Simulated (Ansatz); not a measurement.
## The (22-41) surface of hexagonal WC in its 1x1 cell (cut with top plane W, bottom plane W), outermost plane spacing 0.35 Å in the ideal cut (one of several cuts of this face), with 1 W a cell over the bulk's ratio

Level of theory: PBE (plane waves to 420 eV, PAW; Ansatz, a program for electronic structure).

Model: 29-atom slab, C14W15, 9.9 Å thick at the start (thin: gaps and levels are the slab's own), 8x7x1 mesh, Fermi-Dirac 0.1 eV, dipole correction, all atoms relaxed; symmetry of the start imposed; no spin, no spin-orbit, no U.

```json
{
  "work_function_of_the_top_face": "3.93 eV",
  "energy_released_by_relaxation": "1.77 eV",
  "cost": "around 17 core-minutes (rough)"
}
```
